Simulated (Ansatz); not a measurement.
# CoPdO2, response to strain

The parent structure is CoPdO2 (space group R-3m, No. 166; a = 2.8253 Å, c = 17.7618 Å (hexagonal axes); not spin-polarised; relaxed with 0.1 eV smearing).

Strains are applied to the cell and any free atomic positions relax.

Calculations: Kohn–Sham DFT with the r2SCAN functional, run in Ansatz (a quantum-chemistry and plane-wave program) with PAW and 500 eV plane waves, no spin-orbit coupling, earlier PAW set.

Notes on the quantities. pressure: mean of the normal stresses, compression positive.

| isotropic strain (%) | pressure (GPa) |
|---|---|
| -3.53 | 32.8 |
| -3.19 | 28.8 |
| -1.51 | ? |
| 0 | 0.0 |
| 1.13 | -7.3 |

Question: Fit P = P₀ − Bδ + Cδ² with δ = (1 + ε)³ − 1 to the rows shown and predict the withheld row.

Answer: Least squares on the printed values gives P₀ = 0.0 GPa, B = 238 GPa (at held cell shape), C = 802 GPa (largest residual 0.1 GPa); this predicts 12.2 GPa, and the run gives 11.9 GPa, 0.3 lower.

Whether these cells are dynamically stable was not tested. Seeded moments were not kept for the base. No Hubbard U is applied and the magnetic state is the run's own (CoPdO2 not spin-polarised; CoPdO2 non-magnetic); other magnetic orders, which need larger cells, were not tried and can change the gap. All final runs are without spin polarisation. An odd electron count without spin: CoPdO2.
